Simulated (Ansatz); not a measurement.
The reference is La2O3 (space group P-3m1, No. 164; a = 3.906 Å, c = 6.040 Å).

Computed with PBEsol (Ansatz, a program for electronic structure, PAW, scalar-relativistic without spin-orbit coupling).

Base values:

```
Quantity    Value
--------  -------
Band gap  3.77 eV
```

Modification: every lattice vector is stretched by 2.02 %; the atoms relax in the strained cell.

**Question.** What happens to the band gap, largest internal atomic displacement and energy relative to the base?

**Answer.** The band gap decreases by 0.127 eV (3.77 eV → 3.65 eV); the largest internal atomic displacement comes out as 0.025 Å; the energy goes up by 22 meV/atom.

Gaps are read on the SCF mesh and a high-symmetry path. No phonon test of stability was made. The base started in C2/m and relaxed to P-3m1 at this level.
